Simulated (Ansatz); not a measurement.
An Ansatz (a quantum-chemistry and plane-wave program) input (Ansatz LDA, no spin-orbit coupling):

Ansatz 0.2 input:
```yaml
crystal:
  lattice:
    - [5.5205910812, 0, 0]
    - [2.7602955406, 4.7809721202, 0]
    - [2.7602955406, -1.5936573734, 2.1982422309]
  atoms:
    - { symbol: Tl, position: [0, 0, 0] }
    - { symbol: Br, position: [0, 0.5, 0.5] }
basis: { ecutwfc: 420, ecutrho_ratio: 4, xc_grid: 2, fft_grid_basis: typed }
kpoints: { mp_grid: { grid: [9, 9, 9] } }
hamiltonian:
  xc: lda
  dispersion: none
  pseudopotentials: { kind: paw }
scf: { occupations: { method: fermi_dirac, width: 0.05 } }
relax: { f_tol: 0.005, max_steps: 50, cell: { stress_tol: 0.01, fix: [a, b, gamma] } }
output: { forces: true, stress: true }
checkpoint: { write: state.ck, write_every: 1000 }
```

### Question
Which symmetry and how many k-points will the program report, and about how many plane waves at Γ?

### Answer
Space group R-3m (ITA 166) with 12 operations, k-points 85 of 729, and 1159 plane waves at Γ.

### Question
And the final pressure?

### Answer
-0.56 GPa (compression positive).

The cells carry an imposed strain or load. Stability against distortions was not tested. The cell was made from TlBr in the CsCl type structure (space group Pm-3m, No. 221) by this change: biaxial strain +1.67 %, plane normal [111], relaxed out of plane.
